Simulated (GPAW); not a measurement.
GPAW run on K3Al (Pm-3m, 4 atoms in the cell): self-consistent single point.

Method: PBEsol, GPAW PAW datasets PBEsol (made by gpaw-setup) (plane waves; GPAW).

```
K3Al
1.0
    5.77187     0.00000     0.00000
    0.00000     5.77187     0.00000
    0.00000     0.00000     5.77187
K Al
3 1
Direct
  0.00000   0.50000   0.50000
  0.50000   0.00000   0.50000
  0.50000   0.50000   0.00000
  0.00000   0.00000   0.00000
```

Reference input (self-consistent single point, DFT PBEsol, plane waves, GPAW PAW datasets PBEsol (made by gpaw-setup)): mode = pw; ecut = 600 eV; xc = PBEsol; kpts = 5 5 5; mesh shift (steps) = 0 0 0; occupations.name = fermi-dirac; occupations.width = 0.05 eV; nbands = -12; convergence.density = 1e-05 e/electron; convergence.energy = 1e-05 eV/electron; symmetry.symmorphic = false; symmetry.tolerance = 0.0005. This run's input differs from it in these lines:

```diff
@@ -16,3 +16,3 @@
             xc='PBEsol',
-            kpts=(5, 5, 5),
+            kpts={'size': (6, 6, 6), 'gamma': True},
             occupations=FermiDirac(0.05),
```

The program printed (abridged):

```
     iter     time        total  log10-change:
                         energy   eigst   dens
iter:   1 --:--:--    -7.824667
iter:   2 --:--:--    -7.589426   -1.84  -1.18
iter:   3 --:--:--    -6.707199   -1.52  -1.23
iter:   4 --:--:--    -6.693156   -2.86  -1.52
iter:   5 --:--:--    -6.664435   -2.35  -1.55
   [... 5 lines left out ...]
iter:  11 --:--:--    -6.662298   -5.77  -2.81
iter:  12 --:--:--    -6.662013   -5.39  -2.82
iter:  13 --:--:--    -6.661647   -4.69  -2.82
iter:  14 --:--:--    -6.661638   -5.82  -3.63
iter:  15 --:--:--    -6.661638c  -7.26  -3.65
iter:  16 --:--:--    -6.661649c  -6.46  -3.68
iter:  17 --:--:--    -6.661641c  -6.59  -3.94
iter:  18 --:--:--    -6.661641c  -7.58c -4.50
iter:  19 --:--:--    -6.661642c  -8.63c -4.47
iter:  20 --:--:--    -6.661642c  -8.88c -4.60
iter:  21 --:--:--    -6.661641c  -7.52c -4.62
iter:  22 --:--:--    -6.661641c  -8.25c -4.73
iter:  23 --:--:--    -6.661641c  -9.64c -5.50c
Converged after 23 iterations.

Dipole moment: (-0.000000, -0.000000, -0.000000) |e|*Ang

Energy contributions relative to reference atoms: (reference = -55671.404404)

Kinetic:         -9.315361
Potential:      +12.086056
External:        +0.000000
XC:              -7.332197
Entropy (-ST):   -0.027447
Local:           -2.086415
SIC:             +0.000000
--------------------------
Free energy:     -6.675365
Extrapolated:    -6.661641

Showing only first 2 kpts
 Kpt  Band  Eigenvalues  Occupancy
  0    13      1.26771    2.00000
  0    14      2.50259    0.00002
  0    15      2.50259    0.00002
  0    16      2.50259    0.00002

  1    13      1.06281    2.00000
  1    14      2.25739    0.00224
  1    15      2.48719    0.00002
  1    16      2.48719    0.00002

Fermi level: 1.91779

No gap
No difference between direct/indirect transitions
Energy (eV): -6.661641

Forces in eV/Ang:
  0 K     0.00000    0.00000   -0.00000
  1 K     0.00000    0.00000   -0.00000
  2 K     0.00000    0.00000    0.00000
  3 Al    0.00000    0.00000    0.00000

Stress tensor:
     0.002531    -0.000000     0.000000
    -0.000000     0.002531     0.000000
     0.000000     0.000000     0.002531
Stress (GPa, Voigt): [ 0.4054  0.4054  0.4054  0.      0.     -0.    ]
```

The run converged in 23 iterations. GPAW prints stress with tension positive. Against the reference run the free energy goes up by 3.4 meV/atom and the pressure moves little (-0.42 to -0.41 GPa).

The starting cell comes from a database of computed structures (which also holds hypothetical and non-ambient phases and stackings), without a prior relaxation at this level.

Cost on one core of a shared machine: roughly 2 min.
